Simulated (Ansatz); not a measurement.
# Point defects in CdS

Start from an 8-atom supercell of CdS in the zinc blende structure (space group F-43m, No. 216; a = 5.8778 Å) at its relaxed geometry.

One neutral defect a cell, atoms relaxed at fixed cell.

The values are results of DFT with r2SCAN, PAW potentials and a 500 eV plane-wave cutoff in Ansatz (an electronic-structure program), scalar-relativistic without spin-orbit coupling, not measurements.

| case | largest displacement of a host atom from its site in the perfect cell | pressure |
|---|---|---|
| perfect supercell | – | 0.0 GPa |
| S on a Cd site (antisite) | 0.33 Å | 1.1 GPa |
| In on a Cd site | 0.03 Å | 2.6 GPa |
| Cd vacancy | 0.06 Å | -1.1 GPa |

The magnetic state is the one reached from the starting moments; the real material's order can differ, and small cells can't hold many antiferromagnetic ones. In so small a cell the defect repeats every few ångströms: this is an ordered compound, not a dilute defect. A case with no gap was solved on a k-mesh chosen for an insulator, which is coarse for it. Seeded moments were not kept for In on a Cd site.
